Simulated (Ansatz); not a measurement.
Y3Ge (model structure, started from the A15 type, Pm-3n, No. 223, 8 atoms in the cell) was calculated with PBEsol (PAW; Ansatz, an electronic-structure program).

Numerical settings: plane-wave cutoff 520 eV, 10×10×10 k mesh, Fermi–Dirac smearing 0.05 eV, scalar-relativistic PAW data made under PBE.

Cell (relaxed at this level):

```yaml
crystal:
  lattice:
    - [5.86940, 0.00000, 0.00000]
    - [0.00000, 5.86940, 0.00000]
    - [0.00000, 0.00000, 5.86940]
  atoms:
    - { symbol: Y, position: [0.25000, 0.00000, 0.50000] }
    - { symbol: Y, position: [0.75000, 0.00000, 0.50000] }
    - { symbol: Y, position: [0.00000, 0.50000, 0.25000] }
    - { symbol: Y, position: [0.00000, 0.50000, 0.75000] }
    - { symbol: Y, position: [0.50000, 0.25000, 0.00000] }
    - { symbol: Y, position: [0.50000, 0.75000, 0.00000] }
    - { symbol: Ge, position: [0.00000, 0.00000, 0.00000] }
    - { symbol: Ge, position: [0.50000, 0.50000, 0.50000] }
```

Give the computed bulk modulus B0.


- bulk modulus B0: 54.7 GPa

The run finds no gap.

Note: the bulk modulus is −V dP/dV from two relaxed cells at ±2 % in volume; the relaxation could raise the start's symmetry but not lower it, so the cell can be a saddle point.

Static lattice: no zero-point or thermal effects.

Cost on a shared machine: roughly 5 core-minutes.

A model structure was made by putting elements into a prototype or built by hand; it is no filed structure, need not be a known phase, and can be a saddle point held by its symmetry.
